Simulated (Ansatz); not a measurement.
The reference is BN (space group P6_3/mmc, No. 194; layered, stacked along the Cartesian z axis).

```yaml
crystal:
  lattice:
    - [2.50644, 0.00000, 0.00000]
    - [-1.25322, 2.17064, 0.00000]
    - [0.00000, 0.00000, 6.61468]
  atoms:
    - { symbol: B, position: [0.66667, 0.33333, 0.75000] }
    - { symbol: B, position: [0.33333, 0.66667, 0.25000] }
    - { symbol: N, position: [0.33333, 0.66667, 0.75000] }
    - { symbol: N, position: [0.66667, 0.33333, 0.25000] }
```

Level of theory: plane-wave PAW DFT at the PBE-D3(BJ) level (Ansatz, a quantum-chemistry and plane-wave program, 420 eV), no spin-orbit coupling.

Base values:

| Property | Value |
|---|---|
| Pressure | 0.0 kbar |
| Band gap | 4.24 eV |

One thing is altered: the cell is scaled by 0.9820 in all directions, atoms relaxed at fixed cell.

Task: What does the calculation give for the pressure after the change?

Result: The pressure (mean of the normal stresses, compression positive) goes from zero to 145.7 kbar.

Task: How does this affect the energy relative to the base?

Result: The energy rises by 21 meV/atom.

Task: What does the calculation give for the band gap after the change?

Result: The band gap rises by 0.06 eV, from 4.24 eV to 4.30 eV.

The cells carry an imposed strain or load. Whether these cells are dynamically stable was not tested.
